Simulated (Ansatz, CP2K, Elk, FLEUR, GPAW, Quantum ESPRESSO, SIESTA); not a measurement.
## One structure in several programs: Sc₂Co (I4/mcm, 6 atoms in the cell)

Self-consistent single point, at a second geometry (lattice scaled by 0.98). First geometry:

```
Sc2Co
1.0
   -3.15008     3.15008     2.82160
    3.15008    -3.15008     2.82160
    3.15008     3.15008    -2.82160
Sc Co
4 2
Direct
  0.32159   0.82159   0.14318
  0.67841   0.17841   0.85682
  0.82159   0.67841   0.50000
  0.17841   0.32159   0.50000
  0.75000   0.75000   0.00000
  0.25000   0.25000   0.00000
```

Shared settings, as Ansatz (an electronic-structure program) writes them: kpoints.mp_grid.grid = 5 5 5; scf.occupations.method = fermi_dirac; scf.occupations.width = 0.05 eV. Potentials and cutoffs stand in the table.

```csv
code,model,ΔF from the first geometry (meV/atom),pressure (GPa),largest force (eV/Å),cutoff
GPAW,"PBEsol, GPAW PAW datasets PBEsol (made by gpaw-setup)",-7.6,1.76,0.063,850 eV
SIESTA,"GGA PBEsol, numerical atomic orbitals DZP, PseudoDojo PBEsol standard norm-conserving potentials (rewritten from UPF to PSML)",-21.6,-0.13,0.082,grid 300 Ry
Elk,"PBEsol, all-electron FP-LAPW, Elk's shipped species files, default APW+lo basis",-6.7,–,–,rgkmax 7
CP2K,"PBEsol, GPW, DZVP-MOLOPT-PBE-GTH basis, GTH-PBE potentials (POTENTIAL_UZH)",-9.3,1.61,0.046,grid 650 Ry
FLEUR,"PBEsol, all-electron FLAPW (FLEUR), scalar-relativistic valence",-5.2,–,0.076,Kmax 4.2 1/bohr
Ansatz,"PBEsol, PAW files made with PBE",-9.1,1.54,0.049,default
Quantum ESPRESSO,"PBEsol, PSlibrary ultrasoft (PBE) pseudopotentials",-7.8,0.82,0.047,55 Ry
```

For Quantum ESPRESSO (by 0.9 GPa) the energy change implies a higher mean pressure, against the two pressures, than for the other programs: a sign of finite-basis (Pulay) stress.

A dash marks a value that a program does not give, or that is left out as unsure.

On Ansatz's run: spin polarisation is off.

The spread over the programs that give each value: ΔF from the first geometry within 16.4 meV/atom; pressure within 1.89 GPa; largest force within 0.036 eV/Å.

SIESTA and CP2K use small atom-centred bases, whose incompleteness enters pressures, forces and empty levels differently from a plane-wave cutoff. Elk and FLEUR treat all electrons, but the usual bases taken here (sphere radii, linearisation, local orbitals, empty states) were not tested for convergence, so the values are no reference for the others. Ansatz's pressure is given at a fixed set of plane waves, as the other plane-wave codes print theirs. In the pressure, SIESTA (by 1.67) lies more than 1 GPa from the median of the plane-wave programs.

The starting cell comes from a database of computed structures (which also holds hypothetical and non-ambient phases and stackings), without a prior relaxation at this level. Its lattice was rescaled by a random factor within 2.5 % of one. For this run, on top of that: lattice scaled by 0.98.

Keys are those of Ansatz 0.2.
